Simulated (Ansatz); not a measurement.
## How the elastic constant C12 of cubic perovskite SrVO3 moves with the method

No measured value is used here.

```
level (code)                                 value (GPa)  cell (Å³/atom)
-------------------------------------------  -----------  --------------
LDA (Ansatz)                                         134           10.74
PBE (Ansatz)                                           ?           11.48
PBEsol (Ansatz)                                        ?           11.06
PBE+U (ortho-atomic projectors) (Ansatz)             121           11.54
r²SCAN+U (ortho-atomic projectors) (Ansatz)          145           11.27
r²SCAN (Ansatz)                                      130           11.22
```

### Question
Fill in the missing entries.

### Answer

- PBE (Ansatz, a quantum-chemistry and plane-wave program), value (GPa): 118
- PBEsol (Ansatz), value (GPa): 125

The crystal itself was run without spin with LDA, PBE, PBEsol, PBE+U (ortho-atomic projectors), r²SCAN+U (ortho-atomic projectors), r²SCAN; a magnetic state was not tried in these runs. PBE+U (ortho-atomic projectors), r²SCAN+U (ortho-atomic projectors): the run warned that the count of filled bands differs between k points. PBE+U (ortho-atomic projectors) takes U_eff V 3.25 eV. r²SCAN+U (ortho-atomic projectors) takes U_eff V 3.25 eV. Each level is taken at its own relaxed cell. Cutoffs differ between the levels. Ansatz's density-functional and Hartree–Fock values are scalar-relativistic unless marked +SOC, with PAW data made under PBE.
